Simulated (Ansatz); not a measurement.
The reference is CsSnI3 in the cubic perovskite structure (space group Pm-3m, No. 221).

```yaml
crystal:
  lattice:
    - [6.27131, 0.00000, 0.00000]
    - [0.00000, 6.27131, 0.00000]
    - [0.00000, 0.00000, 6.27131]
  atoms:
    - { symbol: Cs, position: [0.00000, 0.00000, 0.00000] }
    - { symbol: Sn, position: [0.50000, 0.50000, 0.50000] }
    - { symbol: I, position: [0.50000, 0.00000, 0.50000] }
    - { symbol: I, position: [0.00000, 0.50000, 0.50000] }
    - { symbol: I, position: [0.50000, 0.50000, 0.00000] }
```

Computed with Ansatz (a program for electronic structure), PBE, PAW, cutoff 420 eV, no spin-orbit coupling.

Before the change:

The band gap is 0.45 eV, the gap character comes out as direct at R and the electron mass is 0.035, 0.75, 0.75 mₑ (at R).

Perturbation: the cell is scaled by 0.9940 in all directions; the atoms relax in the strained cell.

Question: What does the calculation give for the band gap, gap character and electron mass after the change?

Answer: The band gap drops by 0.08 eV, from 0.45 eV to 0.37 eV; the gap character remains direct at R; the electron mass (degenerate bands, along [100]) goes from 0.035, 0.75, 0.75 mₑ (at R) to 0.030, 0.73, 0.73 mₑ (at R).

With I present, leaving out spin-orbit coupling can change the band edges. Masses are band curvatures over ±0.01 Å⁻¹ around the edge. No phonon test of stability was made. Many cubic perovskites are stable only at high temperature; tilts and polar distortions were not tested.
